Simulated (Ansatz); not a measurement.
# Be (P6_3/mmc): band-structure transport figures

```
CELL_PARAMETERS angstrom
      2.26137     0.00000     0.00000
     -1.13068     1.95840     0.00000
      0.00000     0.00000     3.56962
ATOMIC_POSITIONS crystal
  Be 0.33333 0.66667 0.75000
  Be 0.66667 0.33333 0.25000
```

All values below come from PBE, rigid bands (plane waves, PAW, scalar-relativistic; Ansatz, an electronic-structure program). Condition of this run: functional PBE, cell relaxed with it. Cell: cell and atoms relaxed with PBE.

- density of states at the Fermi level = 0.125 states/(eV·cell), both spins
- bare Sommerfeld coefficient = 0.148 mJ/(mol of atoms·K²)
- Drude plasma energy = 6.1 (x), 6.1 (y), 4.8 (z) eV
- root-mean-square Fermi velocity = 1.3e6 m/s
- resistivity times τ = 13.2 (x), 13.2 (y), 21 (z) ×10⁻²² Ω·m·s

A metal at this level (no band gap); rigid bands, thermally averaged at 300 K, both spins. Spin-orbit coupling is left out. τ is one relaxation time for all states.
